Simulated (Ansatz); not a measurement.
The starting structures come from a database of crystals and need not be the phases stable at ambient conditions.

By PBEsol, the system below comes out a metal.

Without scattering a metal conducts by its projected Fermi surface.

Input:

```
CELL_PARAMETERS angstrom
      2.82708     0.00000     0.00000
     -1.41354     2.44832     0.00000
      0.00000     0.00000     9.46157
ATOMIC_POSITIONS crystal
  Al 0.00000 0.00000 0.00000
  Al 0.00000 0.00000 0.50000
  Al 0.33333 0.66667 0.25000
  Al 0.66667 0.33333 0.75000
```

Space group of this cell: P6_3/mmc. The cell is strained (lengths along the current scaled by 1.03, ions clamped); by PBEsol its mean pressure is -0.6 GPa.

The current flows along the normal of the first two printed cell vectors, the (001) (indices of the unstrained crystal) plane of the conventional cell. No spin-orbit coupling; the value is a mean over 0.1 eV about the Fermi level.

Question: State the ballistic conductance per area according to PBEsol run with Ansatz (an electronic-structure program).

Answer: 1.4 × 10¹⁵ S/m² for both spins.
